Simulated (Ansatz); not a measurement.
Al2O3, pressure series

Base system: Al2O3 in the corundum structure (space group R-3c, No. 167; a = 4.808 Å, c = 13.122 Å (hexagonal axes)).

Cell and atoms are relaxed at each pressure.

All numbers come from PBE (Ansatz, a program for electronic structure), no SOC, earlier PAW set.

Two rows of this table had their results exchanged by mistake.

| pressure | volume per atom (Å³) | shortest distance (Å) | band gap |
|---|---|---|---|
| pressure −2 GPa | 8.06 | 1.823 | 6.88 eV |
| pressure −1 GPa | 8.80 | 1.877 | 5.81 eV |
| pressure 0.9 GPa | 8.72 | 1.872 | 5.91 eV |
| pressure 2.1 GPa | 8.68 | 1.868 | 5.97 eV |
| pressure 4.5 GPa | 8.59 | 1.862 | 6.09 eV |
| pressure 9 GPa | 8.44 | 1.851 | 6.30 eV |
| pressure 15 GPa | 8.26 | 1.838 | 6.57 eV |
| pressure 22.5 GPa | 8.83 | 1.880 | 5.75 eV |
| pressure 30 GPa | 7.88 | 1.809 | 7.16 eV |

### Question
Which two?

### Answer
The rows for pressure −2 GPa and pressure 22.5 GPa: the volume has to fall steadily with pressure, so 8.83 Å³ belongs to pressure −2 GPa and 8.06 Å³ to pressure 22.5 GPa.

Load acts through the strain it causes; cell and atoms are relaxed under it. Whether these cells are dynamically stable was not tested. Competing high-pressure phases were not computed.
